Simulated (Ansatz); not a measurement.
We consider CsCl-type NiTi (cubic form, which distorts at low temperature), described by r²SCAN (plane waves, PAW; Ansatz, a program for electronic structure).

Run with plane-wave cutoff 560 eV, 18×18×18 k mesh, Fermi–Dirac smearing 0.05 eV, spin-polarised start, scalar-relativistic PAW data made under PBE.

A third-order Birch–Murnaghan fit to the energies gives V0 = 13.342 Å³/atom, B0 = 173 GPa, B′ = 4.2.

| V (Å³/atom) | P (GPa) |
|---|---|
| 12.541 | ? |
| 12.808 | 7.73 |
| 13.075 | 3.67 |
| 13.341 | 0.01 |
| 13.608 | -3.29 |
| 13.875 | ? |
| 14.142 | -8.93 |

### Question
Estimate the withheld pressures from this fit; the answers are the runs' own values.

### Answer

- 12.541, P (GPa): 12.23
- 13.875, P (GPa): -6.26

The formula P = (3/2) B0 (x^(7/3) − x^(5/3)) [1 + (3/4)(B′ − 4)(x^(2/3) − 1)] with x = V0/V meets the computed pressures within 0.04 GPa when these rounded values are put in.

Note: the starting moments vanished in the run, and other orders were not tried; symmetry holds this phase in the static calculation, where it need not be a minimum; the relaxation could not lower the start's symmetry, so the cell can be a saddle point above a distorted one.

Static lattice: no zero-point or thermal effects.

It cost about 80 core-minutes (a rough figure) of CPU time.
